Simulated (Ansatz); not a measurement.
Surface energy of faces of hcp Y in PBE and in r2SCAN, in Ansatz (plane waves, PAW). Symmetric slabs relaxed with PBE from ideal cuts in 1x1 cells (the lowest computed cut and spin start of each face; real faces may reconstruct in larger cells); r2SCAN values are single points on them, with the bulk at the same level. No spin-orbit coupling, no U.

| face | PBE (J/m²) | r2SCAN (J/m²) |
|---|---|---|
| (0001) | 1.00 | ? |
| (10-10) | 0.97 | 1.04 |
| (10-11) | 0.99 | 1.06 |
| (10-12) | 1.03 | 1.08 |
| (10-13) | 1.06 | 1.13 |
| (11-20) | 1.02 | 1.08 |
| (11-21) | 1.12 | 1.18 |
| (11-22) | 1.08 | 1.16 |
| (11-23) | 1.10 | 1.17 |

### Question
Fit a straight line y = a·x + b by least squares to the 8 complete rows (x: PBE (J/m²); y: r2SCAN (J/m²)).

### Answer
the means are x̄ = 1.0463 and ȳ = 1.1125; Σ(x − x̄)² = 0.019588 and Σ(x − x̄)(y − ȳ) = 0.019775, so a = 1.010 and b = ȳ − a·x̄ = 0.056. The largest residual is 0.016.

### Question
What does the line predict for the withheld row, (0001), and what did the calculation give?

### Answer
the line gives 1.07; the calculation gave 1.10, a miss of 0.03, larger than any residual of the fitted rows.

Ansatz is a program for electronic structure.
